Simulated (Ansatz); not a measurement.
Strongest site found for N on several surfaces, against ½ N2(g).

Computed with PBE (plane waves to 420 eV, PAW; Ansatz, a program for electronic structure).

Counted are starts at which the adsorbate stayed whole and on top. Thin slabs; no dispersion, zero-point or thermal terms; negative values mean binding.

```csv
"surface, area an adsorbate",bonded to,E_ads (eV),shortest bond to the host (Å)
"hcp Co, ferromagnetic (0001), 22 Å²",3 Co,…,1.76
"fcc Al (111), 14 Å²",3 Al,-1.14,…
"bcc W (110), 7 Å²",3 W,-0.90,1.98
"fcc Cu (100), 7 Å²",4 Cu,…,1.90
```

Question: Fill in the missing entries.

Answer: 
- hcp Co, ferromagnetic (0001), 22 Å², E_ads (eV): -0.38
- fcc Al (111), 14 Å², shortest bond to the host (Å): 1.79
- fcc Cu (100), 7 Å², E_ads (eV): 2.14
